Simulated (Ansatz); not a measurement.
## HfMgO3 (model structure, started from the LiNbO3 type, R3c, No. 161, 10 atoms in the cell)

Method: PBEsol (PAW; Ansatz, an electronic-structure program).

Run with plane-wave cutoff 520 eV, 8×8×8 k mesh, Fermi–Dirac smearing 0.01 eV, scalar-relativistic PAW data made under PBE.

Cell (relaxed with PBEsol):

```yaml
crystal:
  lattice:
    - [2.63132, 1.51920, 4.72527]
    - [-2.63132, 1.51920, 4.72527]
    - [0.00000, -3.03839, 4.72527]
  atoms:
    - { symbol: Mg, position: [0.30314, 0.30314, 0.30314] }
    - { symbol: Mg, position: [0.80314, 0.80314, 0.80314] }
    - { symbol: Hf, position: [0.01424, 0.01424, 0.01424] }
    - { symbol: Hf, position: [0.51424, 0.51424, 0.51424] }
    - { symbol: O, position: [0.71582, 0.11351, 0.40357] }
    - { symbol: O, position: [0.40357, 0.71582, 0.11351] }
    - { symbol: O, position: [0.11351, 0.40357, 0.71582] }
    - { symbol: O, position: [0.90357, 0.61351, 0.21582] }
    - { symbol: O, position: [0.21582, 0.90357, 0.61351] }
    - { symbol: O, position: [0.61351, 0.21582, 0.90357] }
```

- band gap: 5.13 eV

Note: the relaxation could raise the start's symmetry but not lower it, so the cell can be a saddle point.

Spin–orbit coupling is not included.

It cost roughly 40 core-seconds of CPU time.

A model structure was made by putting elements into a prototype or built by hand; it is no filed structure, need not be a known phase, and can be a saddle point held by its symmetry.
